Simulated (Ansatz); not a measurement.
Electronic density of states of amorphous Si24O47, density 2.33 g/cm³, on a 2×2×2 Γ-centred mesh with a Gaussian width of 0.1 eV; energies count from the Fermi level, whose place inside the gap is arbitrary. Cell and mesh are small, so fine structure isn't converged. These are PBE, scalar-relativistic without spin-orbit coupling (plane waves to 420 eV, PAW; Ansatz, a program for electronic structure) values and carry that method's errors. Sampling: a 2×2×2 Γ-centred mesh; Fermi-Dirac width 0.02 eV; no spin polarisation. The usual formal charges leave 2 electrons over, so the level spacing at the Fermi energy parts defect or band states and needn't be the band gap. At PBE the levels at the filled edge of the gap are localised (band-tail or defect states), and the nearest spread-out levels lie 5.2 eV apart at the zone centre.

A CHGNet melt-quench gave the starting glass, which DFT then relaxed. O atoms were pushed apart under 1.9 Å during the dynamics, to hinder bonds among them. The hot cell started wider than the set density and was brought back towards it in steps. It is the lowest in DFT energy of 2 quenches. It is a model cell: composition and starting density were chosen by hand, and all elements were melted together. No dispersion term was used. A short ab initio anneal came between quench and relaxation. Its density started from a set value of 2.30 and ended at 2.33 g/cm³. The quench (nominally 290 K/ps over its main leg) was far faster than any real one, so the model tends to hold more defects than a real film. Values belong to this one cell and scatter from quench to quench. The volume was free in the relaxation, at fixed shape. Stress components on the final sampling reach 1.8 GPa. On a 2×2×2 Γ-centred mesh force components of up to 0.20 eV/Å stay, since the relaxation ran on the zone centre alone.

(E - EF (eV), states/(eV atom)): (-12.00, 0.20); (-11.90, 0.26); (-11.80, 0.22); (-11.70, 0.21); (-11.60, 0.22); (-11.50, 0.21); (-11.40, 0.19); (-11.30, 0.18); (-11.20, 0.17); (-11.10, 0.19); (-11.00, 0.19); (-10.90, 0.19); (-10.80, 0.19); (-10.70, 0.19); (-10.60, 0.21); (-10.50, 0.20); (-10.40, 0.22); (-10.30, 0.24); (-10.20, 0.23); (-10.10, 0.31); (-10.00, 0.38); (-9.90, 0.44); (-9.80, 0.53); (-9.70, 0.58); (-9.60, 0.63); (-9.50, 0.69); (-9.40, 0.63); (-9.30, 0.57); (-9.20, 0.54); (-9.10, 0.53); (-9.00, 0.35); (-8.90, 0.19); (-8.80, 0.23); (-8.70, 0.27); (-8.60, 0.14); (-8.50, 0.21); (-8.40, 0.25); (-8.30, 0.18); (-8.20, 0.24); (-8.10, 0.31); (-8.00, 0.32); (-7.90, 0.27); (-7.80, 0.21); (-7.70, 0.25); (-7.60, 0.31); (-7.50, 0.40); (-7.40, 0.53); (-7.30, 0.64); (-7.20, 0.64); (-7.10, 0.72); (-7.00, 0.78); (-6.90, 0.72); (-6.80, 0.65); (-6.70, 0.73); (-6.60, 0.76); (-6.50, 0.78); (-6.40, 0.76); (-6.30, 0.69); (-6.20, 0.66); (-6.10, 0.72); (-6.00, 0.82); (-5.90, 0.89); (-5.80, 0.91); (-5.70, 0.92); (-5.60, 0.97); (-5.50, 0.89); (-5.40, 0.84); (-5.30, 0.84); (-5.20, 0.76); (-5.10, 0.69); (-5.00, 0.66); (-4.90, 0.67); (-4.80, 0.70); (-4.70, 0.66); (-4.60, 0.64); (-4.50, 0.63); (-4.40, 0.43); (-4.30, 0.19); (-4.20, 0.15); (-4.10, 0.20); (-4.00, 0.16); (-3.90, 0.04); (-3.80, 0.00); (-3.70, 0.00); (-3.60, 0.00); (-3.50, 0.00); (-3.40, 0.00); (-3.30, 0.00); (-3.20, 0.00); (-3.10, 0.00); (-3.00, 0.00); (-2.90, 0.00); (-2.80, 0.00); (-2.70, 0.00); (-2.60, 0.00); (-2.50, 0.00); (-2.40, 0.00); (-2.30, 0.00); (-2.20, 0.00); (-2.10, 0.00); (-2.00, 0.00); (-1.90, 0.00); (-1.80, 0.00); (-1.70, 0.00); (-1.60, 0.00); (-1.50, 0.00); (-1.40, 0.00); (-1.30, 0.00); (-1.20, 0.00); (-1.10, 0.00); (-1.00, 0.02); (-0.90, 0.11); (-0.80, 0.12); (-0.70, 0.02); (-0.60, 0.00); (-0.50, 0.00); (-0.40, 0.00); (-0.30, 0.00); (-0.20, 0.00); (-0.10, 0.00); (0.00, 0.00); (0.10, 0.00); (0.20, 0.00); (0.30, 0.00); (0.40, 0.00); (0.50, 0.00); (0.60, 0.00); (0.70, 0.01); (0.80, 0.02); (0.90, 0.02); (1.00, 0.04); (1.10, 0.05); (1.20, 0.07); (1.30, 0.07); (1.40, 0.04); (1.50, 0.01); (1.60, 0.01); (1.70, 0.05); (1.80, 0.08); (1.90, 0.06); (2.00, 0.08); (2.10, 0.12); (2.20, 0.09); (2.30, 0.10); (2.40, 0.12); (2.50, 0.11); (2.60, 0.13); (2.70, 0.14); (2.80, 0.12); (2.90, 0.10); (3.00, 0.16); (3.10, 0.22); (3.20, 0.26); (3.30, 0.18); (3.40, 0.18); (3.50, 0.27); (3.60, 0.30); (3.70, 0.37); (3.80, 0.38); (3.90, 0.37); (4.00, 0.39); (4.10, 0.42); (4.20, 0.44); (4.30, 0.42); (4.40, 0.43); (4.50, 0.47); (4.60, 0.49)

The level spacing at the Fermi energy on this mesh is 1.62 eV; the broadening fills part of it in the curve.
